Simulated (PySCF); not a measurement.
PySCF 2.14.0, HF/def2-svp, df: Hf(NH)(OH)(OMe) (C[O][Hf](=[NH])[OH]), 10 atoms. The geometry is a generated start, not checked to be a minimum at this level.

| Property | Value |
|---|---|
| task | energy |
| method | hf |
| basis | def2-svp |
| two-electron scheme | density fitting |
| mol.max_memory | 3000 MB |
| mf.max_cycle | 100 |
| mf.init_guess | minao (default) |
| mf.DIIS | CDIIS (default) |
| mf.diis_space | 8 (default) |
| mf.conv_tol | 1e-09 (default) |
| effective core potentials | those of the basis set, past Kr |
| basis functions | 113 |

```xyz
10

Hf     0.4168     0.6906     0.6183
N      1.9558     0.0089    -0.2787
H      2.8420     0.3868     0.1059
O      0.7035     1.7745     2.1168
H     -0.0484     2.0954     2.6239
O     -1.1635    -0.0886    -0.0307
C     -1.1683    -1.0282    -1.0789
H     -0.2176    -1.5811    -1.1120
H     -1.9939    -1.7347    -0.9227
H     -1.3263    -0.5237    -2.0420
```

Charge 0 and multiplicity 1 are set for this test and not shown to be the ground state.

One run each on 2 threads, 1 BLAS thread. Values of level_shift (Hartree) tried: 0 (default), 0.1, 0.3, 1.

Task: Predict the course of the Fock builds along this series.

Result: Fewest Fock builds: 0 (default) with 15. The count rises to 40 at 1. All converge to one solution.

```
level_shift (Hartree)  Fock builds            end
---------------------  -----------  -------------
0 (default)                     15  same solution
0.1                             18  same solution
0.3                             21  same solution
1                               40  same solution
```
